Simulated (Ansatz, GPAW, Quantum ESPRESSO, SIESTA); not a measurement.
# One structure in several programs: KTlSe2 (I4/mcm, 8 atoms in the cell)

Self-consistent single point.

```
CELL_PARAMETERS angstrom
     -4.06792     4.06792     3.56623
      4.06792    -4.06792     3.56623
      4.06792     4.06792    -3.56623
ATOMIC_POSITIONS crystal
  K  0.25000 0.25000 0.00000
  K  0.75000 0.75000 0.00000
  Tl 0.75000 0.25000 0.50000
  Tl 0.25000 0.75000 0.50000
  Se 0.67640 0.17640 0.85280
  Se 0.32360 0.82360 0.14720
  Se 0.17640 0.32360 0.50000
  Se 0.82360 0.67640 0.50000
```

Shared settings, as Ansatz (a quantum-chemistry and plane-wave program) writes them: kpoints.mp_grid.grid = 6 6 6; scf.occupations.method = fixed. Potentials and cutoffs stand in the table.

```json
[
 {"code": "Ansatz", "model": "LDA (PW92), PAW files made with PBE", "pressure (GPa)": "-2.45", "largest force (eV/Å)": "0.149", "gap on the mesh (eV)": "0.974", "cutoff": "420 eV"},
 {"code": "SIESTA", "model": "LDA PW92, numerical atomic orbitals DZP, PseudoDojo LDA standard norm-conserving potentials (rewritten from UPF to PSML)", "pressure (GPa)": "-1.44", "largest force (eV/Å)": "0.234", "gap on the mesh (eV)": "0.954", "cutoff": "grid 350 Ry"},
 {"code": "GPAW", "model": "LDA (Perdew-Wang 92), GPAW PAW datasets LDA (gpaw-data 1.0.1)", "pressure (GPa)": "-2.61", "largest force (eV/Å)": "0.188", "gap on the mesh (eV)": "0.980", "cutoff": "600 eV"},
 {"code": "Quantum ESPRESSO", "model": "LDA (PZ), GBRV 1.5 ultrasoft (LDA) pseudopotentials", "pressure (GPa)": "-3.18", "largest force (eV/Å)": "0.136", "gap on the mesh (eV)": "0.967", "cutoff": "40 Ry"}
]
```

Gaps are read on the mesh.

On Ansatz's run: spin-orbit coupling is off.

The spread over the programs that give each value: pressure within 1.74 GPa; largest force within 0.098 eV/Å; gap on the mesh within 0.026 eV.

SIESTA uses small atom-centred bases, whose incompleteness enters pressures, forces and empty levels differently from a plane-wave cutoff. Ansatz's pressure is given at a fixed set of plane waves, as the other plane-wave codes print theirs. The same LDA comes in different parametrisations, which differ slightly. In the pressure, SIESTA (by 1.17) lies more than 1 GPa from the median of the plane-wave programs. In the force vectors, SIESTA (by 0.383) lies more than 0.08 eV/Å from the median of the plane-wave programs.

On the base mesh (3 3 3) the same programs gave: Ansatz pressure -2.43 GPa, gap on the mesh 1.025 eV; Quantum ESPRESSO pressure -3.16 GPa, gap on the mesh 1.018 eV; GPAW pressure -2.60 GPa, gap on the mesh 1.031 eV; SIESTA pressure -1.43 GPa, gap on the mesh 1.005 eV.

The values differ from the base mesh's, so the mesh still matters here: the table compares the programs at equal settings.

The starting cell comes from a database of computed structures (which also holds hypothetical and non-ambient phases and stackings), without a prior relaxation at this level.

Left out of this page: CP2K (on another mesh).

Keys are those of Ansatz 0.2.
